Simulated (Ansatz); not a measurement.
**A computed series for hypothetical zinc blende YP: pressure series**

The parent structure is YP in the zinc blende structure (space group F-43m, No. 216; a = 6.2890 Å; a hypothetical phase, not in the database extracts checked).

Cell and atoms are relaxed at each pressure.

Level of theory: r2SCAN (Ansatz, an electronic-structure program), no spin-orbit coupling.

Candidates:
(a) pressure 22.5 GPa
(b) pressure −2 GPa
(c) pressure 0.9 GPa
(d) pressure 4.5 GPa
(e) pressure 30 GPa

For the base:

The band gap is 1.94 eV.

Task: Order them by band gap, highest first.

Result: (b) pressure −2 GPa (1.97 eV), (c) pressure 0.9 GPa (1.92 eV), (d) pressure 4.5 GPa (1.86 eV), (a) pressure 22.5 GPa (1.52 eV), (e) pressure 30 GPa (1.35 eV)

Load acts through the strain it causes; cell and atoms are relaxed under it. Whether these cells are dynamically stable was not tested. Competing high-pressure phases were not computed.
